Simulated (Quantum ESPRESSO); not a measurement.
A self-consistent single point of ZnNi (Pm-3m, 2 atoms in the cell) with Quantum ESPRESSO.

Level of theory: vdW-DF2, PseudoDojo standard norm-conserving (PBE) pseudopotentials (plane waves; Quantum ESPRESSO).

```
CELL_PARAMETERS angstrom
      2.88913     0.00000     0.00000
      0.00000     2.88913     0.00000
      0.00000     0.00000     2.88913
ATOMIC_POSITIONS crystal
  Zn 0.50000 0.50000 0.50000
  Ni 0.00000 0.00000 0.00000
```

Reference input (self-consistent single point, DFT, PBEsol, plane waves, PseudoDojo standard norm-conserving (PBESOL) pseudopotentials): ecutwfc = 100 Ry; occupations = smearing; smearing = gauss; degauss = 0.0073499 Ry; potentials = {Zn: Zn.upf, Ni: Ni.upf}; K_POINTS = automatic 9 9 9 0 0 0; conv_thr = 1e-09 Ry. This run's input differs from it in these lines:

```diff
@@ -17,2 +17,3 @@
   degauss = 0.0073499,
+  input_dft = 'vdw-df2',
 /
```

Its files differ too (potentials: PseudoDojo standard norm-conserving (PBE)).

Output (repeated stretches shortened):

```
     Self-consistent Calculation

     iteration #  1     ecut=   100.00 Ry     beta= 0.70

     total energy              =    -754.69289866 Ry
     estimated scf accuracy    <       0.74845430 Ry

     iteration #  2     ecut=   100.00 Ry     beta= 0.70

     total energy              =    -754.03769339 Ry
     estimated scf accuracy    <       9.10845592 Ry

     iteration #  3     ecut=   100.00 Ry     beta= 0.70

     total energy              =    -755.19890404 Ry
     estimated scf accuracy    <       0.03346754 Ry

   [... 5 blocks of this kind left out ...]

     iteration #  9     ecut=   100.00 Ry     beta= 0.70

     total energy              =    -755.20421481 Ry
     estimated scf accuracy    <          6.1E-09 Ry

     iteration # 10     ecut=   100.00 Ry     beta= 0.70
     End of self-consistent calculation

     the Fermi energy is    17.7667 ev

!    total energy              =    -755.20421481 Ry
     estimated scf accuracy    <          1.7E-10 Ry
     smearing contrib. (-TS)   =      -0.00054885 Ry
     internal energy E=F+TS    =    -755.20366596 Ry

     convergence has been achieved in  10 iterations

     Forces acting on atoms (cartesian axes, Ry/au):

     atom    1 type  1   force =     0.00000000    0.00000000    0.00000000
     atom    2 type  2   force =     0.00000000    0.00000000    0.00000000

     Total force =     0.000000     Total SCF correction =     0.000000

          total   stress  (Ry/bohr**3)                   (kbar)     P=      100.85
   0.00068558   0.00000000   0.00000000          100.85        0.00        0.00
   0.00000000   0.00068558   0.00000000            0.00      100.85        0.00
   0.00000000   0.00000000   0.00068558            0.00        0.00      100.85

   JOB DONE.
```

The run converged in 10 iterations. Against the reference run the pressure goes from -7.53 to 10.09 GPa.

The starting cell comes from a database of computed structures (which also holds hypothetical and non-ambient phases and stackings), without a prior relaxation at this level. Spin polarisation is off. With a pressure of about 10 GPa the cell is away from its equilibrium volume at this level.

Cost on one core of a shared machine: roughly 2 min.
